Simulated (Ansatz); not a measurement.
PtSe₂ in the CdI2 type structure (space group P-3m1, No. 164; layered)

PtSe$_{2}$ has the trigonal space group P-3m1 (No. 164), the CdI2 type structure, Pearson symbol hP3. Lattice parameters: a = b = 3.772 Å, c = 4.817 Å, α = β = 90.00°, γ = 120.00°. Pt on 1a is surrounded by 6 Se at 2.526 Å (octahedral). Se on 2d is surrounded by 3 Pt at 2.526 Å (trigonal pyramidal). (Neighbours: up to the widest gap in distance over summed covalent radii, below 1.35, at either atom; cation-cation and far metal-metal contacts left out.)

All numbers come from PBE-D3(BJ) (Ansatz, a quantum-chemistry and plane-wave program; PAW; 420 eV plane waves; no SOC), earlier PAW set. k-mesh 14×14×10 (Γ-centred); smearing 0.05 eV (Fermi–Dirac).

```json
{
 "volume_per_atom": "19.79 Å³",
 "density": "9.87 g/cm³",
 "band_gap": "zero",
 "total_energy": "-7821.815 eV/atom (σ→0; compares only within this code and set-up)"
}
```

Whether these cells are dynamically stable was not tested. The final runs are not spin-polarised. The zero or small gap of PtSe2 can change with the level of theory.
